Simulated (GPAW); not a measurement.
Cost against accuracy: h for WC (Fm-3m, 2 atoms in the cell)

```
CELL_PARAMETERS angstrom
      0.00000     2.19268     2.19268
      2.19268     0.00000     2.19268
      2.19268     2.19268     0.00000
ATOMIC_POSITIONS crystal
  W  0.00000 0.00000 0.00000
  C  0.50000 0.50000 0.50000
```

Computed with LDA (Perdew-Wang 92), real-space grid, GPAW PAW datasets LDA (gpaw-data 1.0.1) run with GPAW 25.7.0.

Base settings: mode = fd; h = 0.18 Å; xc = LDA; kpts = 10 10 10; mesh shift (steps) = 0 0 0; occupations.name = fermi-dirac; occupations.width = 0.1 eV; nbands = -6; convergence.forces = 0.001 eV/Å; symmetry.symmorphic = false.

Misses are taken against the tightest run, 0.127 Å, which need not be fully converged itself. The energy is the free energy per atom.

Core times come from one kind of shared machine and are given to one figure; runs under 30 s give none.

The starting cell comes from a database of computed structures (which also holds hypothetical and non-ambient phases and stackings), without a prior relaxation at this level. Spin polarisation is off.

The runs (h): 0.232 Å | 0.215 Å | 0.201 Å | 0.19 Å | 0.18 Å | 0.168 Å | 0.158 Å | 0.147 Å | 0.136 Å | 0.127 Å.

Q: Which is the coarsest setting among those run that, with all tighter ones, holds the energy within 2 meV/atom of the reference, and what does it save?

A: 0.18 Å, off by 0.44 meV/atom; its saving against the reference is no more than about a factor of 2 in time.

Q: What does the step from 0.232 Å to 0.158 Å buy?

A: It takes the miss in the energy from 4.5 to 0.44 meV/atom, for roughly 3 times the time.

```
h        energy less reference (meV/atom)  core time / reference (rough)
-------  --------------------------------  -----------------------------
0.232 Å                             -4.49                            0.1
0.215 Å                             -4.49                              –
0.201 Å                             -4.49                            0.2
0.19 Å                              -4.49                            0.2
0.18 Å                               0.44                            0.5
0.168 Å                              0.44                            0.5
0.158 Å                              0.44                            0.4
0.147 Å                              0.44                            0.4
0.136 Å                              0.00                            0.7
0.127 Å                              0.00                              1
```

Left out of this page: 2 runs of the series failed or unconverged.
